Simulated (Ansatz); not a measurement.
We consider Pt₃Ga (within 0.1 Å of Pm-3m, No. 221, 8 atoms in the cell; start mp-1078666), described by LDA in Ansatz (plane waves, PAW).

Numerical settings: plane-wave cutoff 520 eV, 10×10×14 k mesh (along the axes of the cell as run), Fermi–Dirac smearing 0.05 eV, scalar-relativistic PAW data made under PBE.

Cell (relaxed at this level):

GaPt$_{3}$ is modelled in the cubic space group Pm-3m (No. 221), the Cu3Au type structure, Pearson symbol cP4. Lattice parameters: a = b = c = 3.8638 Å, α = β = γ = 90.00°. Ga on 1b is coordinated by 12 Pt at 2.732 Å (cuboctahedral). Pt on 3d is surrounded by 4 Ga at 2.732 Å and 8 Pt at 2.732 Å (cuboctahedral). (Neighbours: up to the widest gap in distance over summed covalent radii, below 1.35, at either atom.)
(The calculation used a cell of 8 atoms; values per cell refer to that cell.)

**Question.** Give the computed bulk modulus.

**Answer.** 
bulk modulus: 266 GPa

The run finds no gap.

Note: the bulk modulus is −V dP/dV from two relaxed cells at ±2 % in volume.

Spin–orbit coupling is not included.

Static lattice: no zero-point or thermal effects.

A start named mp-… is a Materials Project structure, which need not be a measured phase.

Ansatz is a program for electronic structure.
